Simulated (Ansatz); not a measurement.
Element substitutions in Ag

The reference is Ag in the fcc (Cu type) structure (space group Fm-3m, No. 225; a = 4.149 Å).

Each row replaces one element on all its sites; cell and atoms are relaxed.

Levels (all Ansatz, a first-principles code, PAW): PBE (420 eV, scalar-relativistic without spin-orbit coupling); r2SCAN (500 eV, no spin-orbit coupling).

The base cell above is that of PBE; each level relaxes its own structures.

```tsv
case	lattice parameter a, PBE	lattice parameter a, r2SCAN
Ag → Cu	3.630 Å	…
Ag → Rh	3.830 Å	…
Ag → Au	4.157 Å	4.124 Å
```

**Question.** Some entries are withheld; estimate them.

**Answer.** 
- Ag → Cu, lattice parameter a, r2SCAN: 3.577 Å
- Ag → Rh, lattice parameter a, r2SCAN: 3.800 Å

PBE lies above r2SCAN in every row, by 0.030 Å to 0.053 Å. They put the cases in the same order.

Whether these cells are dynamically stable was not tested. The final runs are not spin-polarised.
